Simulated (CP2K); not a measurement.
A user runs CP2K on Te4Mo3 (R-3, 14 atoms in the cell) and asks whether the run is sound. The aim is a self-consistent single point with DFT PBEsol, GPW, DZVP-MOLOPT-SR-GTH basis, GTH-PBE potentials (GTH_POTENTIALS).

Cell that was meant: a = 7.1850 Å, b = 7.1850 Å, c = 7.1850 Å, α = 92.25°, β = 92.25°, γ = 92.25°.

Part of the input:

```
  &DFT
    BASIS_SET_FILE_NAME BASIS_MOLOPT
    POTENTIAL_FILE_NAME GTH_POTENTIALS
    CHARGE -2
    &QS
      METHOD GPW
      EPS_DEFAULT 1E-10
[...]
      SCF_GUESS ATOMIC
      EPS_SCF 1E-7
      MAX_SCF 100
      ADDED_MOS 22
      &DIAGONALIZATION
        ALGORITHM STANDARD
      &END DIAGONALIZATION
```

Output, abridged:

```
 GLOBAL| Method name                                                        CP2K
   [... lines left out ...]
                        No outer SCF

 Extrapolation method: initial_guess

 Number of electrons:                                                        134
 Number of occupied orbitals:                                                 67
 Number of molecular orbitals:                                                89

 Number of orbital functions:                                                260
 Number of independent orbital functions:                                    260
 SCF WAVEFUNCTION OPTIMIZATION

  Step     Update method      Time    Convergence         Total energy    Change
     1 NoMix/Diag. 0.30E+00      -     0.99226354      -476.9014589342 -4.77E+02
     2 Broy./Diag. 0.30E+00      -     0.16947081      -491.0490261192 -1.41E+01
     3 Broy./Diag. 0.30E+00      -     0.16174256      -480.8698551650  1.02E+01
     4 Broy./Diag. 0.30E+00      -     0.07511393      -474.3309101399  6.54E+00
     5 Broy./Diag. 0.30E+00      -     0.04033278      -475.4780048283 -1.15E+00
     6 Broy./Diag. 0.30E+00      -     0.00778984      -473.5468505508  1.93E+00
   [... 10 lines left out ...]
    17 Broy./Diag. 0.30E+00      -     0.00000029      -473.6480828707  8.68E-06
    18 Broy./Diag. 0.30E+00      -     0.00000022      -473.6480875815 -4.71E-06
    19 Broy./Diag. 0.30E+00      -     0.00000015      -473.6480910112 -3.43E-06
    20 Broy./Diag. 0.30E+00      -     0.00000002      -473.6480918011 -7.90E-07
  *** SCF run converged in    20 steps ***

  Overlap energy of the core charge distribution:               0.00000000014438
  Self energy of the core charge distribution:               -912.78914948745603
  Core Hamiltonian energy:                                    204.10486305160703
  Hartree energy:                                             297.23104686709706
  Exchange-correlation energy:                                -62.18700069759205
  Electronic entropic energy:                                  -0.00785153512400
  Fermi energy:                                                 0.27690327305643

  Total energy:                                              -473.64809180109842
  Total energy (extrapolated to T->0):                       -473.64416603353641

   [... lines left out ...]
 STRESS|                        x                   y                   z
 STRESS|      x        1.02417928646E+05  -2.87621984194E+03  -2.99597010951E+03
 STRESS|      y       -2.87621984194E+03   1.02192411135E+05  -3.11584194357E+03
 STRESS|      z       -2.99597010951E+03  -3.11584194357E+03   1.01937924243E+05
 STRESS| 1/3 Trace                                             1.02182754675E+05
```

**Question.** Is anything amiss in this input, and did it matter?

**Answer.** The run is not sound. The fault is an unintended net charge. A charged periodic cell changes the electron count and is neutralised by a uniform background, so energy, forces and pressure belong to another system. To fix it, remove the charge. The run converged in 20 iterations without an error; against the sound input the pressure goes from -0.48 to 10.22 GPa and the largest force goes from 0.329 to 0.318 eV/Å.

An input that runs soundly differs in these lines (not the only fix; some lines may just follow from the change or write a value another way):
```diff
-    CHARGE -2
-      ADDED_MOS 22
+      ADDED_MOS 21
```

With that input, the run converged in 19 iterations: free energy E − TS -12903.3038 eV; Fermi level (on the code's own zero) 7.15 eV; pressure -0.48 GPa; largest force (vector length) 0.329 eV/Å (DFT PBEsol, GPW, DZVP-MOLOPT-SR-GTH basis, GTH-PBE potentials (GTH_POTENTIALS)).

On the sound input: the starting cell comes from a database of computed structures (which also holds hypothetical and non-ambient phases and stackings), without a prior relaxation at this level. Spin polarisation is off. Values carry the incompleteness of an atom-centred basis. The potentials were made for another functional than the one used.
